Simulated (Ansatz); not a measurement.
**The (11-22) surface of hcp Zn in its 1x1 cell, outermost plane spacing 1.17 Å in the ideal cut**

All values below come from r2SCAN, at the PBE geometry (plane waves to 500 eV, PAW; Ansatz, a quantum-chemistry and plane-wave program).

Set-up: 20 atoms, 10.5 Å thick at the start; mesh 8x7x1; 0.1 eV smearing; dipole correction on; single point; on the structure that PBE left under its start's symmetry; no spin, no spin-orbit, no U.

| Quantity | Result |
|---|---|
| surface energy (mean of both faces) | 1.04 J/m^2 |
| work function of the top face | 4.19 eV |
| cost | very roughly 8 core-minutes |
